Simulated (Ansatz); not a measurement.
Results of r²SCAN (Ansatz, an electronic-structure program, plane waves, PAW) for BAs (model structure, started from the BeO type, P4₂/mnm, No. 136, 8 atoms in the cell).

Run with plane-wave cutoff 560 eV, 6×6×10 k mesh (along the axes of the cell as run), Fermi–Dirac smearing 0.01 eV, scalar-relativistic PAW data made under PBE.

Cell (relaxed at this level):

Space group P4₂/mnm (No. 136); a = 5.857 Å, b = 5.857 Å, c = 3.371 Å, α = 90.00°, β = 90.00°, γ = 90.00°

```
atom  site  symmetry       x       y       z
----  ----  --------  ------  ------  ------
B       4g      m.2m  0.1773  0.1773  0.5000
As      4f      m.2m  0.3184  0.3184  0.0000
```

Problem. Give the computed band gap and bulk modulus.

Solution. 
band gap: 0.90 eV (on the SCF k mesh)
bulk modulus: 129 GPa

Note: the bulk modulus is −V dP/dV from two relaxed cells at ±2 % in volume; the relaxation could raise the start's symmetry but not lower it, so the cell can be a saddle point.

Spin–orbit coupling is not included.

Static lattice: no zero-point or thermal effects.

Computing time: roughly 4 core-minutes.

A model structure was made by putting elements into a prototype or built by hand; it is no filed structure, need not be a known phase, and can be a saddle point held by its symmetry.
